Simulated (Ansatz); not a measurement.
By PBEsol, the system below comes out a metal.

```xyz
8
Lattice="3.3213 0.0000 0.0000 0.0000 5.1415 0.0000 0.0000 0.0000 5.5698" Properties=species:S:1:pos:R:3 pbc="T T T"
Si     0.8303     4.2217     3.2434
Si     2.4910     0.9199     2.3264
Si     2.4910     3.4906     0.4585
Si     0.8303     1.6509     5.1113
Ni     2.4910     2.6116     3.8349
Ni     0.8303     2.5299     1.7349
Ni     0.8303     5.1007     1.0500
Ni     2.4910     0.0409     4.5198
```

Space group of this cell: Pnma. The cell is taken as given; by PBEsol its mean pressure is -1.0 GPa.

The current runs along the normal of the first two printed vectors. All runs by Ansatz (a quantum-chemistry and plane-wave program), plane waves and PAW, without spin-orbit coupling; the base is PBEsol.

```json
[
 {"run": "base", "mean pressure (GPa)": "-1.0", "G/A, both spins (10¹⁵ S/m²)": "0.52"},
 {"run": "all lengths scaled by 0.98", "mean pressure (GPa)": "12.1", "G/A, both spins (10¹⁵ S/m²)": "0.55"},
 {"run": "all lengths scaled by 1.02", "mean pressure (GPa)": "-10.8", "G/A, both spins (10¹⁵ S/m²)": "0.50"},
 {"run": "lengths across the current scaled by 0.98, ions clamped", "mean pressure (GPa)": "7.4", "G/A, both spins (10¹⁵ S/m²)": "0.55"},
 {"run": "lengths across the current scaled by 1.02, ions clamped", "mean pressure (GPa)": "-7.9", "G/A, both spins (10¹⁵ S/m²)": "___"},
 {"run": "lengths along the current scaled by 0.97, ions clamped", "mean pressure (GPa)": "5.2", "G/A, both spins (10¹⁵ S/m²)": "0.53"},
 {"run": "lengths along the current scaled by 1.03, ions clamped", "mean pressure (GPa)": "-6.1", "G/A, both spins (10¹⁵ S/m²)": "0.53"}
]
```

**Question.** Some entries are withheld; supply them.

**Answer.** 
- lengths across the current scaled by 1.02, ions clamped, G/A, both spins (10¹⁵ S/m²): 0.51
